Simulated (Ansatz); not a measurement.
Start from SiC in the zinc blende structure (space group F-43m, No. 216; a = 4.356 Å).

It is then changed as follows: a negative pressure, −2 GPa.

Levels (all Ansatz, a first-principles code, PAW): r2SCAN (500 eV, no spin-orbit coupling); HSE06+SOC (420 eV, spin-orbit coupling included).

The geometry is relaxed with r2SCAN.

| Item | Result |
|---|---|
| r2SCAN valence-band top at Γ | 0.00, 0.00, 0.00 eV |
| r2SCAN band gap | 1.72 eV |

Task: How does going to HSE06+SOC change the valence-band top at Γ and band gap?

Result: The valence-band top at Γ (three highest Kramers pairs, from the VBM) becomes 0.00, 0.00, -0.02 eV (r2SCAN: 0.00, 0.00, 0.00 eV); the band gap rises by 0.51 eV (1.72 eV → 2.23 eV). The threefold valence maximum splits by Δso ≈ 16 meV.

Single points use the geometry relaxed with r2SCAN. Their cutoffs differ, which shifts pressures a little. HSE06 gaps are upper bounds (no full band path). Differences between runs with and without spin-orbit coupling are approximate. Load acts through the strain it causes; cell and atoms are relaxed under it. Stability against distortions was not tested.
